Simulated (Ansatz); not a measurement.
By PBEsol, the system below comes out a metal.

Without scattering a metal conducts by its projected Fermi surface.

Here is the system:

```xyz
6
Lattice="4.7606 0.0000 0.0000 -2.3619 4.1334 0.0000 1.1994 2.0667 4.2629" Properties=species:S:1:pos:R:3 pbc="T T T"
Ti     1.1994     2.0667     0.0000
Ti     0.0184     4.1334     2.1315
Si    -1.2040     3.4614     0.0000
Si     3.6027     0.6720     0.0000
Si     2.4218     2.7387     2.1315
Si     4.7376     1.3947     2.1315
```

The cell is taken as given; by PBEsol it stands under a pressure of -1.9 GPa.

The current flows along the normal of the first two printed cell vectors. No spin-orbit coupling; the value is a mean over 0.1 eV about the Fermi level.

Task: Estimate the ballistic conductance per area that PBEsol run with Ansatz (a program for electronic structure) returns for this system.

Result: 0.54 × 10¹⁵ S/m² for both spins.
